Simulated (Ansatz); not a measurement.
## SiH3 on the 1x1 (101) surface of anatase TiO2 (cut with top plane O), one in a 2x1 cell, started at the site 'bridge O-O (span 2.8 Å)'

Host crystal: anatase TiO2, with a band gap (PBE, scalar-relativistic without spin-orbit coupling).

All values below come from PBE (plane waves to 420 eV, PAW; Ansatz, a program for electronic structure).

Set-up: 40 atoms, 9.4 Å thick at the start under the adsorbate (thin: gaps and levels are the slab's own); mesh 3x4x1; 0.01 eV smearing; dipole correction on; 14 atoms held, the rest relaxed; no symmetry held; spin-polarised, ending with about 0.4 μB a cell, a value that depends on the mesh; orders that need a larger cell were not tried, no spin-orbit, no U, no dispersion correction. The slab shows no gap over 0.04 eV on its mesh. At the end it is bonded to O. In PBE it is, or lies within 0.03 eV of, the lowest of the starts that converged.

```
Property                                                                                                                                         Result
--------------------------------------------------------------------------------------  ---------------------------------------------------------------
adsorption energy against SiH4(g) − ½ H2(g)                                                                                                    -0.39 eV
work function of the top face                                                                                                                   3.62 eV
change of the step from the bottom to the top vacuum level, against the clean slab                                                             -1.19 eV
energy released by relaxation                                                                                                                   2.19 eV
height of the binding atom over the mean of the host atoms within 0.3 Å of the top one                                                          1.654 Å
nearest host atoms of the binding atom                                                                          O at 1.67 Å, Ti at 3.42 Å, Ti at 3.43 Å
largest move of a host atom                                                                                                                      0.22 Å
note                                                                                    in the relaxation the adsorbate left its starting site by 1.8 Å
cost                                                                                                                        around 3 core-hours (rough)
```

A negative adsorption energy means that the adsorbate is more stable on the surface than in its reference.
